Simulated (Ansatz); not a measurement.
composition SiGe3, cell Si16Ge48, brought to this temperature after a much hotter stage [in the run: it was liquid; mean temperature 1772 K (target 1690 K); density 4.37 g/cm³; one k-point, which a denser mesh shifts by 0.1 GPa in pressure and 0.10 eV/Å in forces]. The atoms began on random sites, so units and networks may differ from a laboratory melt's. Bonds are counted up to Ge-Ge 3.70 Å, Ge-Si 3.54 Å, Si-Si 3.46 Å.

**Question.** What distribution of Ge-Si-Ge angles does PBE (Ansatz, an electronic-structure program) give?

**Answer.** mean 98°, standard deviation 33°.
```csv
angle (°),p (1/°)
1.5,0.0000
4.5,0.0000
7.5,0.0000
10.5,0.0000
13.5,0.0000
16.5,0.0000
19.5,0.0000
22.5,0.0000
25.5,0.0000
28.5,0.0000
31.5,0.0000
34.5,0.0000
37.5,0.0001
40.5,0.0005
43.5,0.0025
46.5,0.0055
49.5,0.0082
52.5,0.0100
55.5,0.0109
58.5,0.0104
61.5,0.0103
64.5,0.0100
67.5,0.0102
70.5,0.0103
73.5,0.0101
76.5,0.0103
79.5,0.0095
82.5,0.0101
85.5,0.0098
88.5,0.0103
91.5,0.0100
94.5,0.0097
97.5,0.0102
100.5,0.0091
103.5,0.0094
106.5,0.0096
109.5,0.0085
112.5,0.0087
115.5,0.0083
118.5,0.0085
121.5,0.0082
124.5,0.0079
127.5,0.0074
130.5,0.0070
133.5,0.0069
136.5,0.0066
139.5,0.0070
142.5,0.0061
145.5,0.0056
148.5,0.0052
151.5,0.0047
154.5,0.0044
157.5,0.0036
160.5,0.0033
163.5,0.0027
166.5,0.0021
169.5,0.0018
172.5,0.0011
175.5,0.0007
178.5,0.0003
```
